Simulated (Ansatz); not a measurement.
## α-phase CO

Calculation: PBE (plane waves, PAW; Ansatz, a first-principles code).

Run with plane-wave cutoff 520 eV, 6×6×6 k mesh, scalar-relativistic PAW data made under PBE.

Cell (relaxed at this level):

CO is taken in the cubic space group P2₁3 (No. 198), Pearson symbol cP8. Lattice parameters: a = 6.179 Å, b = 6.179 Å, c = 6.179 Å, α = 90.00°, β = 90.00°, γ = 90.00°. C on 4a sees 1 O at 1.135 Å. O on 4a is coordinated by 1 C at 1.135 Å. (Neighbours: up to the widest gap in distance over summed covalent radii, below 1.35, at either atom.)

Voigt–Reuss–Hill bulk modulus: 0.84 GPa
polycrystal shear modulus (Hill average): 0.29 GPa
Young modulus: 0.8 GPa
Poisson ratio: 0.345

Note: the cell comes from a level without a dispersion term, which matters for the spacing of layers, chains or molecules; the volume lies 32 % above that of the published cell.

Elastic constants are with the ions relaxed.

Cost on a shared machine: very roughly 30 core-minutes.
